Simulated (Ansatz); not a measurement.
**Response to strain in PbTe**

The parent structure is PbTe in the rock salt structure (space group Fm-3m, No. 225; a = 6.380 Å).

Strains are applied to the cell and any free atomic positions relax.

All numbers come from DFT with LDA, PAW potentials and a 420 eV plane-wave cutoff in Ansatz (a quantum-chemistry and plane-wave program), no spin-orbit coupling.

| isotropic strain (%) | band gap (eV) |
|---|---|
| -3 | 0.34 |
| -1.5 | ? |
| -1 | 0.50 |
| -0.5 | 0.54 |
| 0 | 0.57 |
| 0.5 | 0.60 |
| 1 | 0.63 |
| 1.5 | 0.66 |
| 2 | 0.69 |

**Question.** Fit E_g = E₀ + Dε (ε in %) to the rows shown and predict the withheld row.

**Answer.** Least squares on the printed values gives E₀ = 0.56 eV, D = 69.2 meV per % of strain (largest residual 0.01 eV); this predicts 0.46 eV, and the run gives 0.46 eV, in agreement.

Spin-orbit coupling, missing from the scalar runs, can matter with Pb and Te. No phonon test of stability was made.
